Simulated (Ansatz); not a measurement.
## HfO2: response to strain

The parent structure is HfO2 (space group P2_1/c, No. 14).

```yaml
crystal:
  lattice:
    - [5.16120, 0.00000, 0.00000]
    - [0.00000, 5.21182, 0.00000]
    - [-0.89809, 0.00000, 5.27640]
  atoms:
    - { symbol: Hf, position: [0.27574, 0.04289, 0.20837] }
    - { symbol: Hf, position: [0.72426, 0.54289, 0.29163] }
    - { symbol: Hf, position: [0.72426, 0.95711, 0.79163] }
    - { symbol: Hf, position: [0.27574, 0.45711, 0.70837] }
    - { symbol: O, position: [0.06715, 0.32865, 0.34844] }
    - { symbol: O, position: [0.93285, 0.82865, 0.15156] }
    - { symbol: O, position: [0.93285, 0.67135, 0.65156] }
    - { symbol: O, position: [0.06715, 0.17135, 0.84844] }
    - { symbol: O, position: [0.44917, 0.75721, 0.47664] }
    - { symbol: O, position: [0.55083, 0.25721, 0.02336] }
    - { symbol: O, position: [0.55083, 0.24279, 0.52336] }
    - { symbol: O, position: [0.44917, 0.74279, 0.97664] }
```

Cartesian axes are those of the cell as printed.

Strains are applied to the cell and any free atomic positions relax; under biaxial strain the out-of-plane vector relaxes too; under stress the whole cell relaxes.

All numbers come from PBE in Ansatz (plane waves to 420 eV, PAW, spin-orbit coupling left out).

Notes on the quantities. pressure: mean of the normal stresses, compression positive.

```json
[
 {"case": "base", "pressure": "0.00 GPa", "smallest direct gap": "4.12 eV", "band gap": "4.04 eV", "shortest interatomic distance": "2.052 Å"},
 {"case": "biaxial strain −0.47 %, plane normal [001], relaxed out of plane", "pressure": "1.24 GPa", "smallest direct gap": "4.15 eV", "band gap": "4.07 eV", "shortest interatomic distance": "2.044 Å"},
 {"case": "isotropic strain −2.89 %", "pressure": "19.11 GPa", "smallest direct gap": "4.36 eV", "band gap": "4.27 eV", "shortest interatomic distance": "2.013 Å"},
 {"case": "isotropic strain −0.52 %", "pressure": "3.25 GPa", "smallest direct gap": "4.12 eV", "band gap": "4.04 eV", "shortest interatomic distance": "2.045 Å"},
 {"case": "isotropic strain +0.84 %", "pressure": "?", "smallest direct gap": "4.13 eV", "band gap": "?", "shortest interatomic distance": "2.062 Å"},
 {"case": "uniaxial strain ε_yy = +2.53 %", "pressure": "-5.26 GPa", "smallest direct gap": "4.13 eV", "band gap": "4.02 eV", "shortest interatomic distance": "2.073 Å"},
 {"case": "uniaxial stress, 5 GPa tension along z", "pressure": "–", "smallest direct gap": "?", "band gap": "4.15 eV", "shortest interatomic distance": "2.042 Å"}
]
```

Task: Some entries are withheld; estimate them.

Result: 
- isotropic strain +0.84 %, pressure: -4.79 GPa
- isotropic strain +0.84 %, band gap: 4.05 eV
- uniaxial stress, 5 GPa tension along z, smallest direct gap: 4.21 eV

Spin-orbit coupling, missing from the scalar runs, can matter with Hf. Beyond what the load breaks, stability against distortions was not tested.

Ansatz is a quantum-chemistry and plane-wave program.
